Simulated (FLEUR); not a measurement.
FLEUR is run on NiO (Fm-3m, 2 atoms in the cell), and the run fails. The aim is a self-consistent single point with DFT, PBE, all-electron FLAPW (FLEUR), scalar-relativistic valence.

This input was run:

```xml
# input of inpgen
NiO
&input film=f /
-0.0000000000 2.0931700000 2.0931700000
2.0931700000 0.0000000000 2.0931700000
2.0931700000 2.0931700000 -0.0000000000
1.8897261246
1.0 1.0 1.0

2
28 0.0000000000 0.0000000000 0.0000000000 : 2.00
8 0.5000000000 0.5000000000 0.5000000000 : 0.00

&comp jspins=2 /
&kpt div1=7 div2=7 div3=7 /
&end /
# inp.xml
<?xml version="1.0" encoding="UTF-8" standalone="no"?>
<fleurInput fleurInputVersion="0.39">
   <comment>
      NiO                                                                                                 
   </comment>
   <calculationSetup>
      <cutoffs Kmax="4.5" Gmax="13.5" GmaxXC="13.5" numbands="0"/>
      <scfLoop itmax="60" minDistance="0.00001" maxIterBroyd="99" imix="Broyden2" alpha="0.05" precondParam="0.0" spinf="2.0"/>
      <coreElectrons ctail="T" frcor="F" kcrel="0" coretail_lmax="0"/>
      <xcFunctional name="pbe" relativisticCorrections="F"/>
      <magnetism jspins="2"/>
      <soc l_soc="F" theta="0.0" phi="0.0" spav="F"/>
      <expertModes spex="0" secvar="F"/>
      <geometryOptimization l_f="T" forcealpha="1.0" forcemix="BFGS" epsdisp="0.00001" epsforce="0.00001"/>
      <ldaU l_linMix="F" mixParam="0.05" spinf="1.0"/>
   </calculationSetup>
   <cell>
      <bzIntegration valenceElectrons="22.0" mode="gauss" fermiSmearingEnergy="0.00036749">
         <kPointListSelection listName="default-1"/>
         <!-- k-points included here -->
         <xi:include xmlns:xi="http://www.w3.org/2001/XInclude" href="kpts.xml"> </xi:include>
      </bzIntegration>
      <!-- symmetry operations included here -->
      <xi:include xmlns:xi="http://www.w3.org/2001/XInclude" href="sym.xml"> </xi:include>
      <bulkLattice scale="1.0">
         <bravaisMatrix>
            <row-1>    0.0000000000000000     3.9555180322289822     3.9555180322289822</row-1>
            <row-2>    3.9555180322289822     0.0000000000000000     3.9555180322289822</row-2>
            <row-3>    3.9555180322289822     3.9555180322289822     0.0000000000000000</row-3>
         </bravaisMatrix>
      </bulkLattice>
   </cell>
   <atomSpecies>
      <species name="Nickel (Ni2.000" element="Ni" atomicNumber="28">
         <mtSphere radius="2.36" gridPoints="813" logIncrement="0.015"/>
         <atomicCutoffs lmax="10" lnonsphr="8"/>
         <electronConfig flipSpins="F">
            <coreConfig>(1s1/2) (2s1/2) (2p1/2) (2p3/2) (3s1/2)</coreConfig>
            <valenceConfig>(3p1/2) (3p3/2) (4s1/2) (3d3/2) (3d5/2)</valenceConfig>
            <stateOccupation state="(3d3/2)" spinUp="2.0" spinDown="1.2"/>
            <stateOccupation state="(3d5/2)" spinUp="3.0" spinDown="1.8"/>
         </electronConfig>
         <energyParameters s="4" p="4" d="3" f="4"/>
         <lo type="SCLO" l="1" n="3" eDeriv="0"/>
      </species>
      <species name="Oxygen (O)" element="O" atomicNumber="8">
         <mtSphere radius="1.33" gridPoints="461" logIncrement="0.023"/>
         <atomicCutoffs lmax="6" lnonsphr="4"/>
         <electronConfig flipSpins="F">
            <coreConfig>(1s1/2)</coreConfig>
            <valenceConfig>(2s1/2) (2p1/2) (2p3/2)</valenceConfig>
            <stateOccupation state="(2p1/2)" spinUp="0.6666666667" spinDown="0.6666666667"/>
            <stateOccupation state="(2p3/2)" spinUp="1.333333333" spinDown="1.333333333"/>
         </electronConfig>
         <energyParameters s="2" p="2" d="3" f="4"/>
      </species>
   </atomSpecies>
   <atomGroups>
      <atomGroup species="Nickel (Ni2.000">
         <relPos label="                   1">.0000000000 .0000000000 .0000000000</relPos>
         <force calculate="T" relaxXYZ="TTT"/>
      </atomGroup>
      <atomGroup species="Oxygen (O)">
         <relPos label="                   2">1.000/2.000 1.000/2.000 1.000/2.000</relPos>
         <force calculate="T" relaxXYZ="TTT"/>
      </atomGroup>
   </atomGroups>
   <output dos="F" band="F" slice="F">
      <checks vchk="F" cdinf="F"/>
      <bandDOS minEnergy="-.5*Htr" maxEnergy="0.5*Htr" sigma="0.015" storeEVData="T"/>
      <vacuumDOS vacdos="F" integ="F" star="F" nstars="0" locx1="0.0" locy1="0.0" locx2="0.0" locy2="0.0" nstm="0" tworkf="0.0"/>
      <unfoldingBand unfoldBand="F" supercellX="1" supercellY="1" supercellZ="1"/>
      <plotting iplot="0" polar="F">
         <plot TwoD="T" vec1="  1.0  0.0  0.0" vec2="  0.0  1.0  0.0" vec3="  0.0  0.0  1.0" zero="  0.0  0.0  0.0" file="plot"/>
      </plotting>
      <chargeDensitySlicing numkpt="0" minEigenval="0.0" maxEigenval="0.0" nnne="0" pallst="F"/>
      <specialOutput eonly="F"/>
      <magneticCircularDichroism mcd="F" energyLo="-10.0" energyUp="0.0"/>
   </output>
  <!-- We include the file relax.xml here to enable relaxations (see documentation) -->
  <xi:include xmlns:xi="http://www.w3.org/2001/XInclude" href="relax.xml"> <xi:fallback/> </xi:include>
</fleurInput>
```

Output (repeated stretches shortened):

```
      Welcome to FLEUR        (www.flapw.de)
      MaX-Release 8.1          (www.max-centre.eu)

 ========== k-point set info ==========
 Selected k-point list: default-1
 k-point list type: mesh
 7 x 7 x 7
 Number of k points: 20

 ------------Calculation Setup---------------------------
           1           2           4           5          10          20
 Number of basis functions:          203
**************FLEUR-Error*****************
Error message: Broyden 1/2 method not implemented
Error from PE:0/1
 Last known location:
```

**Question.** Read the log: what does the program object to, and what is the fix?

**Answer.** The fault is an option that the input accepts and this version does not implement. The name passes the check of the input, and the program stops when it reaches the missing routine. To fix it, choose another option. The program stopped with an error.

An input that runs soundly differs in these lines (not the only fix; some lines may just follow from the change or write a value another way):
```diff
-      <scfLoop itmax="60" minDistance="0.00001" maxIterBroyd="99" imix="Broyden2" alpha="0.05" precondParam="0.0" spinf="2.0"/>
+      <scfLoop itmax="60" minDistance="0.00001" maxIterBroyd="99" imix="Anderson" alpha="0.05" precondParam="0.0" spinf="2.0"/>
```

With that input, the run converged in 47 iterations: total energy -43430.5087 eV; Fermi level (on the code's own zero) 8.87 eV; size of the cell's spin moment 1.81 μB; site moments (μB, in the program's spheres or projections) Ni 1.51, O 0.26 (DFT, PBE, all-electron FLAPW (FLEUR), scalar-relativistic valence).

On the sound input: the starting cell comes from a database of computed structures (which also holds hypothetical and non-ambient phases and stackings), without a prior relaxation at this level. With one magnetic atom in the cell only a parallel order is possible. Values depend on the basis (sphere radii, cutoffs, local orbitals), which need not be converged.
